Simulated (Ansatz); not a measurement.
# A constructed model of the (100) surface of fcc Cu, a pseudomorphic layer of Re in the host's stacking (bottom of the slab: a bare face, its two planes held)

Computed with PBE (plane waves to 420 eV, PAW; Ansatz, a first-principles code).

Slab: 7 atoms, 11.4 Å thick at the start; k 15x15x1, smearing 0.1 eV, dipole-corrected; 2 atoms held, the rest relaxed; held to the start's symmetry, so lower structures may exist; no spin, no spin-orbit, no U. It is one candidate, not shown to be the stable structure of the face.

```yaml
work_function_of_the_top_face: 5.40 eV
energy_released_by_relaxation: 0.21 eV
cost: about 2.6 core-minutes (a rough figure)
```
